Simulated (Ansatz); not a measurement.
A dielectric-response calculation of SnS2 (P6_3mc, 6 atoms in the cell) with Ansatz (a first-principles code).

Level of theory: LDA (PW92), default PAW files made with PBE (plane waves; Ansatz).

```yaml
crystal:
  lattice:
    - [3.66482, 0.00000, 0.00000]
    - [-1.83241, 3.17383, 0.00000]
    - [0.00000, 0.00000, 12.30193]
  atoms:
    - { symbol: Sn, position: [0.33333, 0.66667, 0.62501] }
    - { symbol: Sn, position: [0.66667, 0.33333, 0.12501] }
    - { symbol: S, position: [0.66667, 0.33333, 0.74340] }
    - { symbol: S, position: [0.33333, 0.66667, 0.24340] }
    - { symbol: S, position: [0.00000, 0.00000, 0.00659] }
    - { symbol: S, position: [0.00000, 0.00000, 0.50659] }
```

Reference input (self-consistent single point, DFT, LDA (PW92), plane waves, default PAW files made with PBE): basis.ecutwfc = 30.9 Ry; kpoints.mp_grid.grid = 8 8 2; hamiltonian.xc = lda; hamiltonian.pseudopotentials = {kind: paw} (the program's default PAW files); scf.occupations.method = fixed. This run's input differs from it in these lines:

Ansatz 0.2 input:
```diff
@@ -15,3 +15,3 @@
 kpoints:
-  mp_grid: { grid: [8, 8, 2] }
+  mp_grid: { grid: [5, 5, 2] }
 hamiltonian:
@@ -21,6 +21,4 @@
   occupations: { method: fixed }
-output:
-  forces: true
-  eigenvalues: true
-  stress: true
+dielectric:
+  field_mesh: kpoints
```

The program printed (abridged):

```
SCF iter   1: F=—  HF=-15239.510033 eV  |F-HF|=—  |Δ(HF+E_count)|=         —  Δρ=7.34e-3  dr2=7.58e-2  ethr=1.77e-3  ⟨swp⟩=4.8  Hψ=2260  notcnv=0  defer=72
all-band conjugate gradients solve this SCF's bands
preconditioner: auto → Resta (q_TF=auto, 2.305 Å⁻¹)
SCF iter   2: F=—  HF=-15239.488998 eV  |F-HF|=—  |Δ(HF+E_count)|=   2.10e-2  Δρ=3.18e-3  dr2=9.57e-3  ethr=1.46e-4  ⟨swp⟩=2.7  Hψ=934  notcnv=0  defer=72
   [... lines left out ...]
SCF iter   7: F=—  HF=-15239.486084 eV  |F-HF|=—  |Δ(HF+E_count)|=   2.98e-8  Δρ=3.91e-6  dr2=4.49e-8  ethr=3.61e-10  ⟨swp⟩=2.0  Hψ=1010  notcnv=0  defer=40
SCF iter   8: F=—  HF=-15239.486084 eV  |F-HF|=—  |Δ(HF+E_count)|=   6.54e-9  Δρ=1.25e-6  dr2=3.54e-9  ethr=8.63e-11  ⟨swp⟩=2.0  Hψ=719  notcnv=0  defer=40
SCF iter   9: F=—  HF=-15239.486084 eV  |F-HF|=—  |Δ(HF+E_count)|=  1.13e-10  Δρ=3.63e-7  dr2=3.45e-10  ethr=6.81e-12  ⟨swp⟩=2.9  Hψ=990  notcnv=0  defer=40
SCF iter  10: F=-15239.486084 eV  HF=-15239.486084 eV  |F-HF|=1.09e-11  |Δ(HF+E_count)|=  9.46e-11  Δρ=8.15e-8  dr2=1.40e-11  ethr=1.00e-12  ⟨swp⟩=9.9  Hψ=2118  notcnv=0
SCF 1 converged in 10 iterations: F = -15239.486084 eV  dr2 = 1.40e-11
DFPT response loops at Γ: preconditioner auto → Resta (q_TF=auto, 2.305 Å⁻¹)  ε∞=6.4 (no band partly filled) …
   [... lines left out ...]
WARN: field response: the 5×5×2 k-mesh looks too coarse for the field response at k = (0.0000, 0.0000, 0.0000), direct gap 1.866 eV …
Free energy (F): -15239.486084 eV
Fermi energy:    5.472482 eV
   [... lines left out ...]
         0.00000   -2.43718    0.00000
         0.00000    0.00000   -0.76752
    site 5:
        -2.43718    0.00000   -0.00000
         0.00000   -2.43718   -0.00000
        -0.00000    0.00000   -0.76752
  Z* charge neutrality: 3.459e-5 e pre-enforcement
  k-mesh period / interband length: 18.3 Å / 1.92 Å = 9.56 at k = (0.0000, 0.0000, 0.0000), direct gap 1.866 eV — UNDER 14: by this measure the k-mesh is too coarse for the response
```

The run converged in 10 iterations. 

Summary of the result:
- Free energy E − TS (on the zero of these files): -15239.4861 eV
- Top of the valence band (on the code's own zero): 5.47 eV
- Gap on the k-point mesh: 1.46 eV
- ε∞ at this k-point mesh, which may be far from converged in small-gap cells (xx, yy, zz): 7.76, 7.76, 5.18
- Born charges at this mesh (mean of the diagonal, e): Sn 3.77, Sn 3.77, S -1.88, S -1.88, S -1.88, S -1.88

The starting cell comes from a database of computed structures (which also holds hypothetical and non-ambient phases and stackings), without a prior relaxation at this level. Its lattice was rescaled by up to half a per cent.

Cost on one core of a shared machine: roughly 40 s.
